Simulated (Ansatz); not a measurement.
AlB2-type MgB₂, treated with HSE06 in Ansatz (plane waves, PAW).

Run with plane-wave cutoff 460 eV, 12×12×8 k mesh (along the axes of the cell as run), Fermi–Dirac smearing 0.05 eV, scalar-relativistic PAW data made under PBE.

Computed at the level's own relaxed cell.

Predict the equilibrium lattice constant a and lattice parameter c.


- equilibrium lattice constant a: 3.073 Å
- lattice parameter c: 3.491 Å

Measured, for comparison: lattice constant a 3.083 Å, lattice parameter c 3.521 Å (300 K, no zero-point or thermal correction; as tabulated in Loa et al. (2002), arXiv:cond-mat/0206051). Computed (rounded) less measured: lattice constant a -0.3 %, lattice parameter c -0.9 %. A static lattice is as a rule a little smaller and stiffer than an uncorrected measurement, which narrows the difference in the lattice constant a, lattice parameter c and would widen misses of the other sign.

The computed numbers hold no vibrational or temperature effects.

The result took roughly 30 core-minutes.

Ansatz is a first-principles code.
